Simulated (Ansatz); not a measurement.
Reference: GaAs (F-43m), PBEsol, rigid bands (plane waves, PAW, scalar-relativistic; Ansatz, a quantum-chemistry and plane-wave program); geometry: cell and atoms relaxed with PBEsol.

GaAs is taken in the cubic space group F-43m (No. 216), the zinc blende structure, Pearson symbol cF8. Conventional cell: a = b = c = 5.659 Å, α = β = γ = 90.00°. Ga on 4a is surrounded by 4 As at 2.450 Å (tetrahedral). As on 4d is coordinated by 4 Ga at 2.450 Å (tetrahedral). (Neighbours: up to the widest gap in distance over summed covalent radii, below 1.35, at either atom; cation-cation and far metal-metal contacts left out.)
(The calculation used a cell of 2 atoms; values per cell refer to that cell.)

The band gap is 0.42 eV and the electron conductivity mass is 0.033 mₑ. The Seebeck coefficient, n-type 1e19 cm⁻³ is -34 μV/K.

Problem. Swap As for P, keeping the structure type. How do these values move?

Solution. GaP (F-43m): volume per atom 22.7 to 20.1 Å³; band gap rises (0.42 eV to 1.45 eV); electron conductivity mass rises (0.033 mₑ to 0.34 mₑ); Seebeck coefficient, n-type 1e19 cm⁻³ rises in size (-34 μV/K to -332 μV/K).

Problem. Replace Ga by Al on the same sites and relax. What happens?

Solution. AlAs (F-43m): volume per atom 22.7 to 22.8 Å³; band gap rises (0.42 eV to 1.34 eV); electron conductivity mass rises (0.033 mₑ to 0.33 mₑ); Seebeck coefficient, n-type 1e19 cm⁻³ rises in size (-34 μV/K to -263 μV/K).

Moves up to 5 % count as about the same. Masses are for dilute carriers at 300 K, harmonic means over directions unless an axis is named. Seebeck coefficients are for the stated density at 300 K, with one relaxation time for all states and whether or not that doping can be reached. Spin-orbit coupling is left out.
